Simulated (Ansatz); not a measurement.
## CaHfSe₃ (model structure, started from the cubic perovskite type, Pm-3m, No. 221, 5 atoms in the cell)

The numbers are results of r²SCAN+SOC (Ansatz, a quantum-chemistry and plane-wave program, PAW), not measurements.

Run with plane-wave cutoff 560 eV, 12×12×12 k mesh, Fermi–Dirac smearing 0.05 eV, PAW data made under PBE.

Cell (relaxed with PBEsol):

```cif
data_CaHfSe3
_chemical_formula_sum 'Ca1 Hf1 Se3'
_space_group_name_H-M_alt 'P 1'
_space_group_IT_number 1
_cell_length_a 5.12307
_cell_length_b 5.12307
_cell_length_c 5.12307
_cell_angle_alpha 90.000
_cell_angle_beta 90.000
_cell_angle_gamma 90.000
loop_
_space_group_symop_operation_xyz
  'x, y, z'
loop_
_atom_site_label
_atom_site_type_symbol
_atom_site_fract_x
_atom_site_fract_y
_atom_site_fract_z
_atom_site_occupancy
Ca1 Ca 0.00000 0.00000 0.00000 1
Hf1 Hf 0.50000 0.50000 0.50000 1
Se1 Se 0.00000 0.50000 0.50000 1
Se2 Se 0.50000 0.50000 0.00000 1
Se3 Se 0.50000 0.00000 0.50000 1
```

```json
{
  "band_gap": "0.31 eV (on the SCF k mesh)"
}
```

Note: the relaxation could raise the start's symmetry but not lower it, so the cell can be a saddle point; cell and atoms aren't relaxed at this level (pressure 1.7 GPa).

A model structure was made by putting elements into a prototype or built by hand; it is no filed structure, need not be a known phase, and can be a saddle point held by its symmetry.
